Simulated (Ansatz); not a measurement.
How far PBE and r2SCAN part for Au, isotropic strain +5.51 %

Start from Au in the fcc (Cu type) structure (space group Fm-3m, No. 225; a = 4.158 Å; relaxed with 0.1 eV smearing).

(Cell as relaxed with PBE.)

Levels (all Ansatz, an electronic-structure program, PAW): PBE (420 eV, scalar-relativistic without spin-orbit coupling); r2SCAN (500 eV, no spin-orbit coupling).

Each level relaxes its own structure.

| base | PBE | r2SCAN |
|---|---|---|
| volume per atom | 17.97 Å³ | 17.54 Å³ |
| lattice parameter a | 4.158 Å | 4.125 Å |
| band gap | zero | zero |

The change: the cell is scaled by 1.0551 in all directions; the atoms relax in the strained cell.

| quantity | PBE | r2SCAN |
|---|---|---|
| energy relative to the base (free energy F) | +163 meV/atom | ___ |
| pressure | -13.8 GPa | ___ |

Task: What does r2SCAN give?

Result: 
- energy relative to the base (free energy F), r2SCAN: +176 meV/atom
- pressure, r2SCAN: -15.2 GPa

PBE's energy relative to the base lies 12 meV/atom below r2SCAN's; PBE's pressure lies 1.4 GPa above r2SCAN's. Neither level is exact; r2SCAN is the comparison here, not a measurement.

No phonon test of stability was made.
